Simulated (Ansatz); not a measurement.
What Se → Ge does to GaSe

Start from GaSe in the beta-GaS type structure (space group P6_3/mmc, No. 194; a = 3.705 Å, c = 15.508 Å; layered, stacked along the Cartesian z axis).

The change: every Se is replaced by Ge; the structure is relaxed again.

Level of theory: DFT with PBEsol-D3(BJ), PAW potentials and a 420 eV plane-wave cutoff in Ansatz (an electronic-structure program), no spin-orbit coupling, earlier PAW set. Γ-centred 15×15×4 mesh, Fermi–Dirac width 0.05 eV, for the changed cell.

The density grows by 0.42 g/cm³, from 5.36 g/cm³ to 5.78 g/cm³ and the c/a ratio shrinks by 0.269, from 4.186 to 3.917. The space group is still P6_3/mmc (No. 194) and the shortest interatomic distance increases by 0.0791 Å, from 2.412 Å to 2.492 Å. The band gap goes from 0.82 eV to zero.

Cost of the whole job for the changed cell (relaxation, final SCF and bands): around 8 core-minutes (rough).

No phonon test of stability was made. As relaxed here, GaGe is a hypothetical phase, not in the database extracts checked. All final runs are without spin polarisation.
